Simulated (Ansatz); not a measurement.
The starting structures come from a database of crystals and need not be the phases stable at ambient conditions.

 Where the default PAW files enter, the runs use the earlier of Ansatz's two default sets.

**Evanescent states of ZnAg2SnS4 (I-42m, not sure to be the ambient phase, 8 atoms a cell, 23.7 Å³ an atom, -2 GPa at this level) along the normal of (101)**

The numbers are results of r2SCAN (plane waves, PAW; Ansatz, an electronic-structure program), not measurements.

The gap is the functional's own. No spin-orbit coupling. Mid-gap values are interpolated on the energy grid.

Energies count from the valence-band top; κ is the least over a 6×6 mesh across the current.

| E (eV) | κ (1/Å) | where |
|---|---|---|
| 0.03 | 0.029 | Γ |
| 0.07 | 0.048 | Γ |
| 0.12 | 0.057 | Γ |
| 0.17 | 0.063 | Γ |
| 0.23 | 0.065 | Γ |
| 0.28 | 0.066 | Γ |
| 0.33 | 0.064 | Γ |
| 0.38 | 0.059 | Γ |
| 0.42 | 0.052 | Γ |
| 0.47 | 0.040 | Γ |
| 0.53 | 0.017 | Γ |

**Question.** How thick must the barrier be to attenuate the transmission by 10^6 when the electrodes' Fermi level lies at 0.33 eV, and what attenuation does that film give at 0.38 eV?

**Answer.** d = 6 ln 10 / (2 × 0.064) = 107.9 Å. At 0.38 eV it gives 6 × 0.059/0.064 = 5.5 decades.
